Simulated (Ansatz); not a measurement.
The reference is CaSe in the rock salt structure (space group Fm-3m, No. 225).

```
CELL_PARAMETERS angstrom
      0.00000     2.93425     2.93425
      2.93425     0.00000     2.93425
      2.93425     2.93425     0.00000
ATOMIC_POSITIONS crystal
  Ca 0.00000 0.00000 0.00000
  Se 0.50000 0.50000 0.50000
```

Computed with Ansatz (a first-principles code), PBEsol, PAW, cutoff 420 eV, without spin-orbit coupling.

Strains are applied to the cell and any free atomic positions relax.

One change was made to it. Results:

```csv
quantity,base,after
"hole mass (degenerate bands, along [100])","0.17, 0.91, 0.91 mₑ (at Γ)","0.17, 0.88, 0.88 mₑ (at Γ)"
pressure,0.00 GPa,1.67 GPa
electron mass,"1.4 mₑ along k, 0.27 mₑ across (at X)","1.4 mₑ along k, 0.26 mₑ across (at X)"
mean gap deformation potential ΔEg/Δln V,–,+2.7 eV
```

Q: Name the change that was made.
A. isotropic strain −1.00 %
B. isotropic strain +2.50 %
C. isotropic strain −1.50 %

A: A, isotropic strain −1.00 %. For comparison, the hole mass in the other runs: isotropic strain +2.50 % gives 0.18, 0.99, 0.99 mₑ (at Γ); isotropic strain −1.50 % gives 0.17, 0.86, 0.86 mₑ (at Γ).

Masses are band curvatures over ±0.01 Å⁻¹ around the edge. Along k means along the line from Γ to the band edge. Whether these cells are dynamically stable was not tested.
